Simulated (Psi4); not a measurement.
Psi4 1.11, WB97X/def2-svp: Mo(O)(NH)(SH)2 ([NH]=[Mo](=[O])([SH])[SH]), 8 atoms. The geometry is a generated start, not checked to be a minimum at this level.

```yaml
task: gradient
method: wb97x
basis: def2-svp
memory: 7 GB
scf_type: df (default)
guess: auto, which took SAD (default)
diis_max_vecs: 10 (default)
scf_initial_accelerator: adiis (default)
e_convergence: 1e-08 (default)
d_convergence: 1e-08 (default)
effective_core_potentials: those of the basis set, past Kr
basis functions (reference run): 110
grid points (reference run): 1473695
```

```xyz
8

Mo     0.2595     0.0936    -0.1299
O      1.4286     0.4780     0.9484
N      0.4428     0.2437    -1.8440
H      0.7823     0.4151    -2.7836
S     -0.2822    -2.1442     0.2315
H      0.1562    -2.2000     1.4960
S     -1.5807     1.4188     0.4144
H     -1.2066     1.6951     1.6673
```

Differences are taken against the run with dft_radial_points = 200, dft_spherical_points = 974, dft_pruning_scheme = none (default); no run here is proven converged. Each setting ran once; only counts and results are compared.

Settings tried, all else as in the reference:
- dft_radial_points = 99, dft_spherical_points = 590
- dft_radial_points = 99, dft_spherical_points = 590, dft_pruning_scheme = robust
- dft_radial_points = 50, dft_spherical_points = 194
- dft_radial_points = 150, dft_spherical_points = 770
- dft_radial_points = 75 (default), dft_spherical_points = 302 (default), dft_pruning_scheme = treutler
- dft_radial_points = 35, dft_spherical_points = 110
- dft_radial_points = 75 (default), dft_spherical_points = 434
- dft_radial_points = 99, dft_spherical_points = 590, dft_pruning_scheme = treutler
- dft_radial_points = 75 (default), dft_spherical_points = 302 (default), dft_pruning_scheme = robust
- dft_radial_points = 25, dft_spherical_points = 50
- dft_radial_points = 75 (default), dft_spherical_points = 302 (default)

Question: Which of these stay within 10 meV/atom in energy, 100 meV/Å in forces (largest component) of the reference run?

Answer: Within it: dft_radial_points = 150, dft_spherical_points = 770; dft_radial_points = 99, dft_spherical_points = 590, dft_pruning_scheme = robust; dft_radial_points = 99, dft_spherical_points = 590; dft_radial_points = 99, dft_spherical_points = 590, dft_pruning_scheme = treutler. Outside: dft_radial_points = 75 (default), dft_spherical_points = 434; dft_radial_points = 75 (default), dft_spherical_points = 302 (default), dft_pruning_scheme = treutler; dft_radial_points = 75 (default), dft_spherical_points = 302 (default); dft_radial_points = 75 (default), dft_spherical_points = 302 (default), dft_pruning_scheme = robust; dft_radial_points = 35, dft_spherical_points = 110; dft_radial_points = 50, dft_spherical_points = 194; dft_radial_points = 25, dft_spherical_points = 50.

| setting | grid points | energy against the reference | difference in forces (largest component) |
|---|---|---|---|
| the reference | 1473695 | — | — |
| dft_radial_points = 150, dft_spherical_points = 770 | 878083 | +0.021 meV/atom | 3.4 meV/Å |
| dft_radial_points = 99, dft_spherical_points = 590, dft_pruning_scheme = robust | 329550 | +0.96 meV/atom | 25 meV/Å |
| dft_radial_points = 99, dft_spherical_points = 590 | 445872 | +0.96 meV/atom | 25 meV/Å |
| dft_radial_points = 99, dft_spherical_points = 590, dft_pruning_scheme = treutler | 260838 | +1.2 meV/atom | 32 meV/Å |
| dft_radial_points = 75 (default), dft_spherical_points = 434 | 249534 | +14 meV/atom | 210 meV/Å |
| dft_radial_points = 75 (default), dft_spherical_points = 302 (default), dft_pruning_scheme = treutler | 106314 | +15 meV/atom | 210 meV/Å |
| dft_radial_points = 75 (default), dft_spherical_points = 302 (default) | 173746 | +14 meV/atom | 210 meV/Å |
| dft_radial_points = 75 (default), dft_spherical_points = 302 (default), dft_pruning_scheme = robust | 126642 | +14 meV/atom | 210 meV/Å |
| dft_radial_points = 35, dft_spherical_points = 110 | 30086 | −16 meV/atom | 250 meV/Å |
| dft_radial_points = 50, dft_spherical_points = 194 | 75529 | +3.1 meV/atom | 310 meV/Å |
| dft_radial_points = 25, dft_spherical_points = 50 | 9782 | +120 meV/atom | 590 meV/Å |

Total energies are compared; such shifts often cancel in part in energy differences. The gradients leave out the derivatives of the grid weights. No test of the SCF solution's stability was run. The tolerance is a choice made for this comparison.
